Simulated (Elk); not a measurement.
Input and output of a self-consistent single point for HfIr₃ (Pm-3m, 4 atoms in the cell) (Elk).

Method of the run: Elk with PBEsol, all-electron FP-LAPW, Elk's shipped species files, APW+lo basis with extra local orbitals.

```
CELL_PARAMETERS angstrom
      3.94503     0.00000     0.00000
      0.00000     3.94503     0.00000
      0.00000     0.00000     3.94503
ATOMIC_POSITIONS crystal
  Hf 0.00000 0.00000 0.00000
  Ir 0.00000 0.50000 0.50000
  Ir 0.50000 0.00000 0.50000
  Ir 0.50000 0.50000 0.00000
```

Reference input (self-consistent single point, DFT, PBEsol, all-electron FP-LAPW, Elk's shipped species files, APW+lo basis with extra local orbitals): xctype = 22; rgkmax = 7.5; stype = 1; swidth = 0.00367493 Ha; ngridk = 7 7 7; tforce = true; gmaxvr = 18 1/bohr; lmaxapw = 10; lmaxo = 8; nxlo = 2; lorbcnd = true; lradstp = 2. This run's input differs from it in these lines:

```diff
@@ -62,3 +62,3 @@
 ngridk
-  7 7 7
+  11 11 11
```

Output (repeated stretches shortened):

```
│ Self-consistent loop started │
│ Loop number : 1 │
 total energy                :     -68664.4743651
│ Loop number : 2 │
 total energy                :     -68665.2769193
RMS change in Kohn-Sham potential (target) :   0.1009204389     (  0.1000000000E-05)
Absolute change in total energy (target)   :   0.8025542075     (  0.1000000000E-03)
│ Loop number : 3 │
 total energy                :     -68665.6987725
RMS change in Kohn-Sham potential (target) :   0.9693180231E-01 (  0.1000000000E-05)
Absolute change in total energy (target)   :   0.6224917450     (  0.1000000000E-03)
│ Loop number : 4 │
   [... lines left out ...]
Absolute change in total energy (target)   :   0.1517429919E-03 (  0.1000000000E-03)
│ Loop number : 18 │
 total energy                :     -68652.7600892
RMS change in Kohn-Sham potential (target) :   0.4230997799E-07 (  0.1000000000E-05)
Absolute change in total energy (target)   :   0.1026121026E-03 (  0.1000000000E-03)
│ Loop number : 19 │
 total energy                :     -68652.7600890
RMS change in Kohn-Sham potential (target) :   0.1125347423E-07 (  0.1000000000E-05)
Absolute change in total energy (target)   :   0.2544510062E-04 (  0.1000000000E-03)
Convergence targets achieved

│ Loop number : 20 │

Energies :
 Fermi                       :     0.457332079709
 total energy                :     -68652.7600903

Density of states at Fermi energy :    93.11897981
 (states/Hartree/unit cell)

Estimated indirect band gap :   0.4150178418E-03
 from k-point     14 to k-point     19
Estimated direct band gap   :   0.1390722715E-02
 at k-point      8

Charges :
 core                        :    190.0000000
 valence                     :    113.0000000
 interstitial                :    4.761460266
 muffin-tins (core leakage)
  species :    1 (Hf)
   atom    1                 :    70.25783491     (  0.1464706173E-05)
  species :    2 (Ir)
   atom    1                 :    75.99356827     (  0.6568061062E-03)
   atom    2                 :    75.99356827     (  0.6568061062E-03)
   [... lines left out ...]
   total force               :    -0.00000000    0.00000000    0.00000000
   total magnitude           :     0.00000000
  atom :    3
   Hellmann-Feynman          :     0.00000000    0.00000000    0.00000000
   IBS                       :    -0.00000000    0.00000000    0.00000000
   total force               :     0.00000000    0.00000000    0.00000000
   total magnitude           :     0.00000000
```

The run converged in 20 iterations. The count includes the last loop, which Elk runs after its targets are met. Against the reference run the total energy goes up by 1.2 meV/atom.

The starting cell comes from a database of computed structures (which also holds hypothetical and non-ambient phases and stackings), without a prior relaxation at this level. Its lattice was rescaled by a random factor within 2.5 % of one. Spin-orbit coupling is off. Spin polarisation is off. Values depend on the basis (sphere radii, cutoffs, local orbitals), which need not be converged. The log's line on a gap gives a spacing of levels on this mesh, which the program prints for metals too.

Cost on one core of a shared machine: roughly 10 min.
